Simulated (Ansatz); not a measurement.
A computed series for hypothetical anti-perovskite Mg3PbO: response to strain

The reference is Mg3PbO in the anti-perovskite structure (space group Pm-3m, No. 221; a hypothetical phase, not in the database extracts checked).

```yaml
crystal:
  lattice:
    - [4.43406, 0.00000, 0.00000]
    - [0.00000, 4.43406, 0.00000]
    - [0.00000, 0.00000, 4.43406]
  atoms:
    - { symbol: Mg, position: [0.00000, 0.50000, 0.50000] }
    - { symbol: Mg, position: [0.50000, 0.00000, 0.50000] }
    - { symbol: Mg, position: [0.50000, 0.50000, 0.00000] }
    - { symbol: Pb, position: [0.00000, 0.00000, 0.00000] }
    - { symbol: O, position: [0.50000, 0.50000, 0.50000] }
```

Cartesian axes are those of the cell as printed.

Strains are applied to the cell and any free atomic positions relax; under biaxial strain the out-of-plane vector relaxes too; under stress the whole cell relaxes.

Levels (all Ansatz, an electronic-structure program, PAW): PBE (420 eV, no SOC); PBEsol (420 eV, without spin-orbit coupling).

The base cell above is that of PBE; each level relaxes its own structures.

Notes on the quantities. energy relative to the base: free energy F.

| case | energy relative to the base, PBE | energy relative to the base, PBEsol |
|---|---|---|
| biaxial strain +1.64 %, plane normal [001], relaxed out of plane | +3.1 meV/atom | (withheld) |
| isotropic strain +4.33 % | +51 meV/atom | +53 meV/atom |
| isotropic strain +4.81 % | +62 meV/atom | +65 meV/atom |
| uniaxial stress, 1 GPa tension along x | +0.7 meV/atom | (withheld) |

Problem. Some entries are withheld; estimate them.

Solution. 
- biaxial strain +1.64 %, plane normal [001], relaxed out of plane, energy relative to the base, PBEsol: +3.4 meV/atom
- uniaxial stress, 1 GPa tension along x, energy relative to the base, PBEsol: +0.5 meV/atom

The two levels differ by at most about 2.8 meV/atom. They put the cases in the same order.

Without a gap, meshes like the base's 11×11×11 leave anisotropic stresses uncertain by several tenths of a GPa, and small strain energies with them. Beyond what the load breaks, stability against distortions was not tested. All final runs are without spin polarisation.
